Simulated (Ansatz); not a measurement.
AlIr (model structure, Fm-3m, No. 225, 2 atoms in the cell), treated with r²SCAN (plane waves, PAW; Ansatz, an electronic-structure program).

Settings: plane-wave cutoff 560 eV, 20×20×20 k mesh, Fermi–Dirac smearing 0.05 eV, no spin polarisation, scalar-relativistic PAW data made under PBE.

Cell (relaxed at this level):

```cif
data_Al4Ir4
_chemical_formula_sum 'Ir4 Al4'
_space_group_name_H-M_alt 'Fm-3m'
_space_group_IT_number 225
_space_group_name_Hall '-F 4 2 3'
_cell_length_a 5.00653
_cell_length_b 5.00653
_cell_length_c 5.00653
_cell_angle_alpha 90.000
_cell_angle_beta 90.000
_cell_angle_gamma 90.000
loop_
_atom_site_label
_atom_site_type_symbol
_atom_site_symmetry_multiplicity
_atom_site_Wyckoff_symbol
_atom_site_fract_x
_atom_site_fract_y
_atom_site_fract_z
_atom_site_occupancy
Ir1 Ir 4 a 0.00000 0.00000 0.00000 1
Al1 Al 4 b 0.50000 0.50000 0.50000 1
```
(The calculation used a cell of 2 atoms; values per cell refer to that cell.)

**Question.** Give the computed bulk modulus B0.

**Answer.** 
- bulk modulus B0 = 168 GPa

Note: the run has no spin polarisation, so it can have missed a magnetic state; the bulk modulus is −V dP/dV from two relaxed cells at ±2 % in volume; the relaxation could raise the start's symmetry but not lower it, so the cell can be a saddle point.

Spin–orbit coupling is not included.

Static lattice: no zero-point or thermal effects.

Cost on a shared machine: very roughly 40 core-seconds.

A model structure was made by putting elements into a prototype or built by hand; it is no filed structure, need not be a known phase, and can be a saddle point held by its symmetry.
